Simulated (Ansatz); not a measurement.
Functionals compared on a constructed model of the (0001) surface of hcp Mg, a pseudomorphic layer of Co in the host's stacking (bottom of the slab: a bare face, its two planes held), in Ansatz (plane waves, PAW). The structure was relaxed with PBE; the other rows are single points on it. Cutoff 420 eV.

Set-up: 7 atoms, 15.0 Å thick at the start; mesh 13x13x1; 0.1 eV smearing; dipole correction on; 2 atoms held, the rest relaxed; held to the start's symmetry, so lower structures may exist; spin-polarised, ending with about 1.6 μB a cell; orders that need a larger cell were not tried, no spin-orbit, no U. It is one candidate, not shown to be the stable structure of the face. These notes are the PBE run's.

| functional | work function of the top face (eV) | magnetic moment of the cell (μB) | rough cost of the single point |
|---|---|---|---|
| PBE | 4.27 | 1.59 | – |
| RPBE | 4.08 | 1.60 | around 50 core-seconds (rough) |

Ansatz is an electronic-structure program.
